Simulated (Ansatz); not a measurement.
Consider interstitial Li in zinc-blende CuI, charge state +1. The step: a direct jump of one Li atom; the atom moves 2.62 Å along (0.25, 0.25, 0.25) of the unit cell; the moving atom starts with neighbours 3 Cu at 2.71, Cu at 2.72; 3 I at 3.04, 2 I at 3.05, I at 3.05 Å and ends with 6 Cu at 3.05; 3 I at 2.71, I at 2.73 Å. A PBE band in Ansatz (plane-wave PAW, one k-point at (0.250, 0.250, 0.250), 64 host sites, 18 SCF runs with any check of the saddle's order, static, no finite-size correction) gives a forward barrier of 0.35 eV. The saddle point's order was not checked, and it lies on a symmetry element of the cell, where a band can be held. The charge state is imposed; whether it is stable for some Fermi level was not computed. Sites that were not tried may lie lower.

Single points at the band's start and saddle point can refine it. Rough cost of one point, in units of the band's mean SCF on the same machine:

```csv
Level,Cost of one point
"PBE, a 2×2×2 k-point mesh shifted by half a step",about 5
"r2SCAN at 500 eV, one k-point at (0.250, 0.250, 0.250)",under 2
```

Task: Which of these move the barrier by more than 0.1 eV, and how far does each move it?

Result: Not one does. PBE, a 2×2×2 k-point mesh shifted by half a step: +0.01 eV; r2SCAN at 500 eV, one k-point at (0.250, 0.250, 0.250): -0.01 eV. Each functional is compared with PBE at the same k-points.

Ansatz is a program for electronic structure.
